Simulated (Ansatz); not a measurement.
An ideal cubic perovskite cell is held by its symmetry; such compounds can tilt or shift off centre at room temperature. Cells marked so need not be the phases stable at ambient conditions, and some may be hypothetical.

 Where the default PAW files enter, the runs use the earlier of Ansatz's two default sets.

The gap is the functional's own, uncorrected, and κ follows it; spin-orbit coupling is left out. Mid-gap values are interpolated between the computed energies.

A. RbHgF$_{3}$ (Pm-3m, cubic perovskite, not sure to be the ambient phase, 5 atoms a cell, 19.3 Å³ an atom, -2 GPa at this level), along the normal of (110)
B. RbH (Fm-3m, rock salt, not sure to be the ambient phase, 2 atoms a cell, 26.2 Å³ an atom), along the normal of (110)
C. CdMoO₄ (I4_1/a, not sure to be the ambient phase, 12 atoms a cell, 12.5 Å³ an atom), along the normal of (001)
D. CaS (Fm-3m, rock salt, not sure to be the ambient phase, 2 atoms a cell, 23.2 Å³ an atom, -2 GPa at this level), along the normal of (110)

Q: Put the candidates in order of mid-gap decay constant of the slowest evanescent state, highest first, for PBEsol (Ansatz, a first-principles code).

A: C (0.42 1/Å), B (0.27 1/Å), D (0.22 1/Å), A (0.14 1/Å)
